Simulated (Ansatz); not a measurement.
Band structure of CuO (Cccm, 4 atoms in the cell).

```yaml
crystal:
  lattice:
    - [1.96788, -2.12857, 0.00000]
    - [1.96788, 2.12857, 0.00000]
    - [0.00000, 0.00000, 5.09612]
  atoms:
    - { symbol: Cu, position: [0.00000, 0.50000, 0.00000] }
    - { symbol: Cu, position: [0.50000, 0.00000, 0.50000] }
    - { symbol: O, position: [0.50000, 0.50000, 0.25000] }
    - { symbol: O, position: [0.50000, 0.50000, 0.75000] }
```

Method of the run: LDA (PW92), PAW files made with PBE (plane waves; Ansatz, a first-principles code).

Settings: basis.ecutwfc = 30.9 Ry; kpoints.mp_grid.grid = 12 12 7; hamiltonian.xc = lda; hamiltonian.pseudopotentials = {kind: paw} (an earlier, softer set of the program's PAW files); scf.occupations.method = gaussian; scf.occupations.width = 0.01 Ry; kpoints.band_path.npoints = 8.

The starting cell comes from a database of computed structures (which also holds hypothetical and non-ambient phases and stackings), without a prior relaxation at this level. Its lattice was rescaled by a random factor within 2.5 % of one. Spin polarisation is off, so a magnetic state, if there is one, cannot be reached. The run gives no clean gap (levels at the Fermi energy touch, overlap or are partly filled at this smearing), which alone does not show that the compound is a metal.

Levels in eV from the Fermi level, bands 22 to 29:
```tsv
point	22	23	24	25	26	27	28	29
Γ	-2.47	-2.40	-1.97	0.59	0.78	1.48	6.05	7.34
X	-2.42	-1.63	-1.29	-1.27	1.14	2.08	6.89	9.18
S	-1.95	-1.63	-1.57	0.22	0.46	3.47	5.93	6.46
R	-2.43	-2.09	-1.88	-0.14	0.69	4.18	5.91	8.11
A	-2.01	-1.48	-1.48	-0.51	-0.51	3.91	3.91	10.18
Z	-2.36	-1.61	-1.61	0.08	0.08	3.53	3.53	11.64
Y	-2.42	-1.65	-1.25	-1.20	1.15	1.91	7.11	9.15
X1	-2.42	-1.63	-1.29	-1.27	1.14	2.08	6.89	9.18
A1	-2.01	-1.48	-1.48	-0.51	-0.51	3.91	3.91	10.18
T	-1.99	-1.46	-1.46	-0.52	-0.52	3.85	3.85	10.16
```

Bands cross the Fermi level along this path, so the cell is metallic at this level.

Keys are those of Ansatz 0.2.
